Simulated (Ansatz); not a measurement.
Consider Hf in the hcp (Mg type) structure (space group P6_3/mmc, No. 194; relaxed with 0.1 eV smearing).

```xyz
2
Lattice="3.1174 0.0000 0.0000 -1.5587 2.6997 0.0000 0.0000 0.0000 4.9501" Properties=species:S:1:pos:R:3 pbc="T T T"
Hf     1.5587     0.8999     3.7126
Hf     0.0000     1.7998     1.2375
```

Cartesian axes are those of the cell as printed.

Computed with LDA (Ansatz, an electronic-structure program; PAW; 420 eV plane waves; scalar-relativistic without spin-orbit coupling).

Base values:

```
Item                Value
---------------  --------
Volume per atom  20.83 Å³
Pressure          0.0 GPa
```

Perturbation: biaxial strain −0.50 %, plane normal [001], relaxed out of plane (Cartesian); in-plane vectors clamped, the third vector and the atoms free.

Question: Predict the new volume per atom.

Answer: The volume per atom drops by 0.13 Å³ to 20.70 Å³.

Question: What does the calculation give for the pressure after the change?

Answer: The pressure (mean of the normal stresses, compression positive) goes from zero to 0.7 GPa.

Whether these cells are dynamically stable was not tested. The final runs are not spin-polarised.
